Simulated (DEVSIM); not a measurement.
Structure: Co/AlN/p-In0.53Ga0.47As capacitor, at 300 K.

Layer 1 from the left is AlN, thickness (nm) 9.00. Layer 2 from the left is In0.53Ga0.47As, thickness (nm) 4600, Na (cm⁻³) 1.5e16.

Metal gate on the left, work function 5 eV. Fixed charge at the semiconductor interface -2e11 cm⁻² (in units of +e); no interface traps.

This is a model device: material constants are rounded textbook-type values typed into the input, and sizes, dopings and lifetimes were drawn at random. Values at 300 K.

AlN: gap (eV) 6.1, affinity (eV) 1.9, permittivity 8.5. In0.53Ga0.47As: gap (eV) 0.74, affinity (eV) 4.51, permittivity 13.9, Nc (cm⁻³) 2.1e17, Nv (cm⁻³) 7.7e18.

Q: Estimate by hand the flat-band voltage, the threshold voltage, and compare with a numerical solution.

A: 
- Flat-band voltage: C = 0.836 μF/cm², work-function difference -0.089 V; VFB = φms − qNf/C = -0.05 V; numerical -0.05 V.
- Threshold voltage: φF = 0.255 V, depletion charge √(4εqNφF) = 5.49e-8 C/cm²; VT = VFB + 2φF + Qd/C = 0.53 V; numerical 0.53 V.

Simulated with DEVSIM: 1D Poisson equation in equilibrium, Boltzmann statistics, complete ionisation; no quantum confinement or tunnelling. Metal contacts follow the ideal Schottky-Mott rule: no Fermi-level pinning, no interface dipoles.
